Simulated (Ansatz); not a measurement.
Consider B₂O₃ (space group Cmc2_1, No. 36; a = 7.826 Å, b = 4.624 Å, c = 4.134 Å; a cell from a computed database, its experimental status unchecked).

All numbers come from PBEsol in Ansatz (plane waves to 420 eV, PAW, no SOC).

One change was made to it. Results:

The band gap grows by 0.44 eV to 8.86 eV; the volume per atom shrinks by 0.43 Å³ (7.48 Å³ → 7.05 Å³); the gap character changes from indirect, k = (0.125, -0.125, 3/8) in the run's primitive reciprocal basis → Γ to indirect, k = (0.125, -0.125, 3/8) in the run's primitive reciprocal basis → k = (1/4, -3/8, 1/4) in the run's primitive reciprocal basis.

Which of these changes matches the shifts?
A. pressure 0.7 GPa
B. pressure 5 GPa
C. pressure 10 GPa

C, pressure 10 GPa. For comparison, the band gap in the other runs: pressure 5 GPa gives 8.70 eV; pressure 0.7 GPa gives 8.46 eV.

Load acts through the strain it causes; cell and atoms are relaxed under it. No phonon test of stability was made. No other phases were tried under pressure.

Ansatz is a program for electronic structure.
